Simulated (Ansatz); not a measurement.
# GaN: energy against strain

GaN (wurtzite, P6_3mc, 11.371 Å³/atom at rest, c along z) under an equal strain ε in the (0001) plane with the normal axis free, as in a coherent film. PBEsol in Ansatz, a plane-wave DFT program (PAW, default set), 420 eV, 12×12×7 Γ-centred mesh, Fermi-Dirac smearing 0.05 eV; ions are relaxed within the symmetry of each cell.

Here s stands for strain and y for E less E0.

| strain (%) | E less E0 (meV/atom) |
|---|---|
| -1.20 | 4.47 |
| -0.60 | 1.10 |
| 0.00 | 0.00 |
| 0.60 | 1.06 |
| 1.20 | 4.24 |
| 3.00 | ? |

**Question.** Using a parabola, estimate the missing y at s = 3.00 from the other rows, showing the fit.

**Answer.** Least squares gives y = -0.006 - 0.0833·s + 3.0278·s². Residuals (row less fit): 0.016, -0.034, 0.006, 0.026, -0.014; standard error 0.034 (degrees of freedom: 2). Twice the quadratic coefficient over the volume, 2 × 3.0278 meV × 10⁴ × 0.1602 / 11.371 Å³, is twice the biaxial elastic modulus of this plane = 853 ± 7 GPa. At the withheld row, y = -0.006 - 0.0833 × 3.0 + 3.0278 × 3.0² = 26.994 meV/atom. The calculation gives 25.49 meV/atom, 1.504 meV/atom below the prediction (5.9 % of the range of y in the table). The row lies outside the fitted rows, so this is an extrapolation. From the scatter of the fitted rows alone, a prediction at this place has a standard error of 0.219 meV/atom, so the miss is 6.9 times that.

One order more, fitted to all 11 runs of the series, follows each within 0.01, so the miss is the next term of a smooth law. Rows are the converged runs of the series near zero and its far end; series whose fitted rows scatter by over a few per cent of the range, as at a crossing or softening among them, aren't shown in this form. Most that stay on the fit to the last digits aren't either.
